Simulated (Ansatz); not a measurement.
The reference is Lu in the hcp (Mg type) structure (space group P6_3/mmc, No. 194; a = 3.5062 Å, c = 5.4820 Å; relaxed with 0.1 eV smearing). Axes: x lies along a and z along c of the hexagonal cell.

Computed with PBE (Ansatz, a program for electronic structure; PAW; 420 eV plane waves; no spin-orbit coupling).

Before the change:

- Pressure = 0.0 GPa

Perturbation: the cell is stretched by 2.50 % along z with no lateral relaxation; the atoms relax in the strained cell.

Task: Predict the new pressure and energy relative to the base.

Result: The pressure (mean of the normal stresses, compression positive) goes from zero to -1.0 GPa; the energy increases by 4.9 meV/atom.

No phonon test of stability was made.
